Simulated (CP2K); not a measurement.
CP2K run on LiAu₃ (Pm-3m, 4 atoms in the cell): self-consistent single point

Computed with LDA (Pade form), GPW, DZVP-MOLOPT-SR-GTH basis, GTH-PADE potentials (GTH_POTENTIALS) (CP2K 2026.2).

The input file:

```
&GLOBAL
  PROJECT liau3
  RUN_TYPE ENERGY_FORCE
  PRINT_LEVEL MEDIUM
&END GLOBAL
&FORCE_EVAL
  METHOD Quickstep
  STRESS_TENSOR ANALYTICAL
  &DFT
    BASIS_SET_FILE_NAME BASIS_MOLOPT
    POTENTIAL_FILE_NAME GTH_POTENTIALS
    &QS
      METHOD GPW
      EPS_DEFAULT 1E-10
    &END QS
    &MGRID
      CUTOFF 500
      REL_CUTOFF 50
      NGRIDS 5
    &END MGRID
    &SCF
      SCF_GUESS ATOMIC
      EPS_SCF 1E-7
      MAX_SCF 100
      ADDED_MOS 7
      &DIAGONALIZATION
        ALGORITHM STANDARD
      &END DIAGONALIZATION
      &MIXING
        METHOD BROYDEN_MIXING
        ALPHA 0.3
        NBUFFER 8
        BETA 1.5
      &END MIXING
      &SMEAR ON
        METHOD MARZARI_VANDERBILT
        SIGMA [eV] 0.136
      &END SMEAR
    &END SCF
    &KPOINTS
      SCHEME MONKHORST-PACK 7 7 7
    &END KPOINTS
    &XC
      &XC_FUNCTIONAL PADE
      &END XC_FUNCTIONAL
    &END XC
    &PRINT
      &MO
        EIGENVALUES T
        OCCUPATION_NUMBERS T
        NDIGITS 8
        FILENAME mo
        &EACH
          QS_SCF 0
        &END EACH
        ADD_LAST NUMERIC
      &END MO
      &MULLIKEN ON
      &END MULLIKEN
    &END PRINT
  &END DFT
  &SUBSYS
    &CELL
      A 4.02833000 0.00000000 0.00000000
      B 0.00000000 4.02833000 0.00000000
      C 0.00000000 0.00000000 4.02833000
      PERIODIC XYZ
    &END CELL
    &COORD
      Li       0.00000000     0.00000000     0.00000000
      Au       2.01416500     2.01416500     0.00000000
      Au       0.00000000     2.01416500     2.01416500
      Au       2.01416500     0.00000000     2.01416500
    &END COORD
    &KIND Li
      BASIS_SET DZVP-MOLOPT-SR-GTH
      POTENTIAL GTH-PADE-q3
    &END KIND
    &KIND Au
      BASIS_SET DZVP-MOLOPT-SR-GTH
      POTENTIAL GTH-PADE-q11
    &END KIND
  &END SUBSYS
  &PRINT
    &FORCES ON
    &END FORCES
    &STRESS_TENSOR ON
    &END STRESS_TENSOR
  &END PRINT
&END FORCE_EVAL
```

Output, abridged:

```
 GLOBAL| Method name                                                        CP2K
 GLOBAL| Project name                                                      liau3
 GLOBAL| Run type                                                   ENERGY_FORCE

 CELL| Volume [angstrom^3]:                                            65.369494
 CELL| Vector a [angstrom]:       4.028     0.000     0.000   |a| =     4.028330
 CELL| Vector b [angstrom]:       0.000     4.028     0.000   |b| =     4.028330
 CELL| Vector c [angstrom]:       0.000     0.000     4.028   |c| =     4.028330
 CELL| Angle (b,c), alpha [degree]:                                    90.000000
 CELL| Angle (a,c), beta  [degree]:                                    90.000000
 CELL| Angle (a,b), gamma [degree]:                                    90.000000
 CELL| Numerically orthorhombic:                                             YES
 CELL| Periodicity                                                           XYZ

 DFT| Spin restricted Kohn-Sham (RKS) calculation                            RKS
 DFT| Multiplicity                                                             1
 DFT| Number of spin states                                                    1
 DFT| Charge                                                                   0
 DFT| XC density smoothing                                                  NONE
 DFT| XC derivatives                                                          PW

 QS| Method:                                                                 GPW
 QS| Density plane wave grid type                        NON-SPHERICAL FULLSPACE
 QS| Number of grid levels:                                                    5
 QS| Density cutoff [a.u.]:                                                250.0
 QS| Multi grid cutoff [a.u.]: 1) grid level                               250.0
   [... lines left out ...]
 BRILLOUIN| Wavefunction type                                            COMPLEX
 BRILLOUIN| List of Kpoints [2 Pi/Bohr]                                      172
 BRILLOUIN| Number           Weight            X              Y              Z
 BRILLOUIN|     1           0.00583       -0.42857       -0.42857       -0.42857
 BRILLOUIN|     2           0.00583       -0.42857       -0.42857       -0.28571
 BRILLOUIN|     3           0.00583       -0.42857       -0.42857       -0.14286
   [... 169 lines left out ...]
 *******************************************************************************

 Extrapolation method: initial_guess

 Re-scaling the density matrix to get the right number of electrons
                  # Electrons              Trace(P)               Scaling factor
                           36                36.000                        1.000

 Number of electrons:                                                         36
 Number of occupied orbitals:                                                 18
 Number of molecular orbitals:                                                25

 Number of orbital functions:                                                 81
 Number of independent orbital functions:                                     81
 SCF WAVEFUNCTION OPTIMIZATION

  Step     Update method      Time    Convergence         Total energy    Change
     1 NoMix/Diag. 0.30E+00      -     0.50837731      -107.3984133241 -1.07E+02
     2 Broy./Diag. 0.30E+00      -     0.11307680      -111.7788442788 -4.38E+00
     3 Broy./Diag. 0.30E+00      -     0.21265678      -109.3032057315  2.48E+00
     4 Broy./Diag. 0.30E+00      -     0.00762488      -107.3461635947  1.96E+00
     5 Broy./Diag. 0.30E+00      -     0.00631984      -107.2917533257  5.44E-02
     6 Broy./Diag. 0.30E+00      -     0.00398910      -107.3065111105 -1.48E-02
     7 Broy./Diag. 0.30E+00      -     0.00406233      -107.3170859263 -1.06E-02
   [... 8 lines left out ...]
    16 Broy./Diag. 0.30E+00      -     0.00000057      -107.3116622670  5.13E-06
    17 Broy./Diag. 0.30E+00      -     0.00000039      -107.3116625253 -2.58E-07
    18 Broy./Diag. 0.30E+00      -     0.00000024      -107.3116645993 -2.07E-06
    19 Broy./Diag. 0.30E+00      -     0.00000018      -107.3116646416 -4.23E-08
    20 Broy./Diag. 0.30E+00      -     0.00000002      -107.3116644565  1.85E-07
  *** SCF run converged in    20 steps ***

  Electronic density on regular grids:        -35.9999999998        0.0000000002
  Core density on regular grids:               35.9999999941       -0.0000000059
  Total charge density on r-space grids:       -0.0000000057
  Total charge density g-space grids:          -0.0000000057

  Overlap energy of the core charge distribution:               0.00000002993241
  Self energy of the core charge distribution:               -179.90714877070511
  Core Hamiltonian energy:                                     54.78280576324203
  Hartree energy:                                              35.11183716531747
  Exchange-correlation energy:                                -17.29872955790885
  Smearing free energy correction:                             -0.00042908632008
  Fermi energy:                                                 0.29410911567201

  Total energy:                                              -107.31166445645407

                     Mulliken Population Analysis

 #  Atom  Element  Kind  Atomic population                           Net charge
       1     Li       1          1.864687                              1.135313
       2     Au       2         11.378439                             -0.378439
       3     Au       2         11.378434                             -0.378434
       4     Au       2         11.378440                             -0.378440
 # Total charge                             36.000000                  0.000000

 ENERGY| Total FORCE_EVAL ( QS ) energy [hartree]           -107.311664482370674

 FORCES| Atomic forces [hartree/bohr]
 FORCES|   Atom     x               y               z               |f|
 FORCES|      1  1.10747667E-11  1.10627587E-11  1.11344053E-11   1.92096348E-11
 FORCES|      2 -1.08702590E-11 -1.07771653E-11  5.50800684E-11   5.71675062E-11
 FORCES|      3  5.50187905E-11 -1.09721876E-11 -1.09149210E-11   5.71541049E-11
 FORCES|      4 -1.09395630E-11  5.49680321E-11 -1.10142129E-11   5.71180486E-11
 FORCES| Sum     4.42837352E-11  4.42814378E-11  4.42853397E-11
 FORCES| Total atomic force                                       7.67012794E-11

 STRESS| Analytical stress tensor [bar]
 STRESS|                        x                   y                   z
 STRESS|      x       -2.35102562765E+04  -7.84969392937E-05  -7.85069675907E-05
 STRESS|      y       -7.84969392937E-05  -2.35098962349E+04  -7.85057870297E-05
 STRESS|      z       -7.85069675907E-05  -7.85057870297E-05  -2.35097490411E+04
 STRESS| 1/3 Trace                                            -2.35099671842E+04
```

The run converged in 20 iterations.

The starting cell comes from a database of computed structures (which also holds hypothetical and non-ambient phases and stackings), without a prior relaxation at this level. Values carry the incompleteness of an atom-centred basis.

Cost on one core of a shared machine: roughly 80 s.
